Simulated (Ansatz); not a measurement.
Base system: ScAl3 in the Cu3Au type structure (space group Pm-3m, No. 221; a = 4.105 Å).

Calculations: Kohn–Sham DFT with the PBE functional, run in Ansatz (a first-principles code) with PAW and 420 eV plane waves, spin-orbit coupling left out, earlier PAW set.

Before the change:

* **Lattice parameter a**: 410.5 pm

Now apply this change: a hydrostatic pressure of 7 GPa.

### Question
Predict the new lattice parameter a.

### Answer
The lattice parameter a drops by 9.4 pm, from 410.5 pm to 401.1 pm.

Load acts through the strain it causes; cell and atoms are relaxed under it. Stability against distortions was not tested. No other phases were tried under pressure. The final runs are not spin-polarised.
